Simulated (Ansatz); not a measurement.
Li on the 1x1 (100) surface of fcc Cu, one in a 1x1 cell, energies for each (6.6 Å²). Energies are against an atom of bcc Li, without zero-point or thermal terms; each row is named by its start.

Computed with PBE (plane waves to 420 eV, PAW; Ansatz, a quantum-chemistry and plane-wave program).

Set-up: 5 atoms, 5.3 Å thick at the start under the adsorbate (thin: gaps and levels are the slab's own); mesh 12x12x1; 0.1 eV smearing; dipole correction on; 2 atoms held, the rest relaxed; each run with such symmetry as its start has; no spin, no spin-orbit, no U, no dispersion correction.

A negative adsorption energy means that the adsorbate is more stable on the surface than in its reference. Heights count from the host atoms within 0.3 Å of the top one.

```json
[
 {"starting site": "top Cu", "E_ads (eV)": "0.04", "height (Å)": "2.41", "nearest host atom (Å)": "Cu 2.41", "bonded to": "Cu", "Δ work function (eV)": "-0.54", "lateral drift (Å)": "0.0"},
 {"starting site": "hollow Cu-Cu-Cu-Cu over Cu at depth 1.8 Å", "E_ads (eV)": "[?]", "height (Å)": "1.85", "nearest host atom (Å)": "Cu 2.59", "bonded to": "4 Cu", "Δ work function (eV)": "[?]", "lateral drift (Å)": "0.0"},
 {"starting site": "bridge Cu-Cu (span 2.6 Å)", "E_ads (eV)": "[?]", "height (Å)": "[?]", "nearest host atom (Å)": "Cu 2.51", "bonded to": "2 Cu", "Δ work function (eV)": "-0.69", "lateral drift (Å)": "0.0"}
]
```

### Question
Fill in the missing entries.

### Answer

- hollow Cu-Cu-Cu-Cu over Cu at depth 1.8 Å, E_ads (eV): -0.37
- hollow Cu-Cu-Cu-Cu over Cu at depth 1.8 Å, Δ work function (eV): -1.06
- bridge Cu-Cu (span 2.6 Å), E_ads (eV): -0.13
- bridge Cu-Cu (span 2.6 Å), height (Å): 2.15
